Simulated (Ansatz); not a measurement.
Terminations of the (111) surface of fcc Cu, measured from the surface 'clean 1x1'. Atoms come from or go to: Al: fcc Al, Au: fcc Au, C: graphite, Cr: bcc Cr, antiferromagnetic, Cu: fcc Cu, Ga: alpha gallium, Ge: germanium, In: tetragonal indium, Os: hcp Os, Pt: fcc Pt, Re: hcp Re, Rh: fcc Rh, Sn: beta tin. ΔE is the energy of forming the row's surface from that one (negative: more stable at these reservoirs); the vacuum level's shift is aligned on the shared bottom. No zero-point or thermal terms. These are constructed structures in small cells; real faces may alloy, dewet or reconstruct in larger ones, and not all known structures of the face are among them. Slabs of about 10 Å, Fermi-Dirac smearing of 0.1 eV. Bottom of the slabs: a bare face, its two planes held. Relaxed from the named starts with such symmetry as they have, on meshes of like density; energies extrapolated to zero smearing; spin only where a row says so; no spin-orbit coupling, no U. Brackets mark spin-polarised runs, whose order is one that fits the cell. A dash marks a value that is undefined for that row (no clear gap, or no work function of a gapped slab) or was not read reliably on its mesh.

The numbers are results of PBE (plane waves to 420 eV, PAW; Ansatz, a program for electronic structure), not measurements.

```tsv
surface	atoms added per 1x1	ΔE per 1x1 (eV)	shift of the vacuum level (eV)	work function (eV)
a pseudomorphic layer of Pt in the host's stacking	+1 Pt	(withheld)	0.76	5.53
a pseudomorphic layer of Cr in the other hollow [spin start, no net moment]	+1 Cr	(withheld)	0.67	5.47
a pseudomorphic layer of In in the host's stacking	+1 In	1.47	-1.55	3.24
(√3x√3)R30° layer of C, one a cell, on the site that continues the host's stacking	+0.333 C	(withheld)	0.83	5.62
a pseudomorphic layer of Os in the host's stacking	+1 Os	(withheld)	0.90	5.69
a layer of Au in place of the third plane	+1 Au, -1 Cu	0.68	0.06	4.87
(√3x√3)R30° surface alloy, Al on one Cu site of the top plane	+0.333 Al, -0.333 Cu	-0.32	-0.07	4.72
a pseudomorphic layer of Re in the host's stacking	+1 Re	1.05	0.83	5.61
a layer of Ge in place of the second plane	-1 Cu, +1 Ge	0.76	0.12	4.90
a layer of Sn in place of the third plane	-1 Cu, +1 Sn	2.93	0.03	4.84
a layer of Rh in place of the third plane	-1 Cu, +1 Rh	0.19	0.05	4.82
a pseudomorphic layer of Ga in the host's stacking	+1 Ga	-0.17	-0.86	3.94
```

### Question
Some entries are withheld; supply them.

### Answer

- a pseudomorphic layer of Pt in the host's stacking, ΔE per 1x1 (eV): -0.16
- a pseudomorphic layer of Cr in the other hollow [spin start, no net moment], ΔE per 1x1 (eV): 1.22
- (√3x√3)R30° layer of C, one a cell, on the site that continues the host's stacking, ΔE per 1x1 (eV): 0.96
- a pseudomorphic layer of Os in the host's stacking, ΔE per 1x1 (eV): 1.02
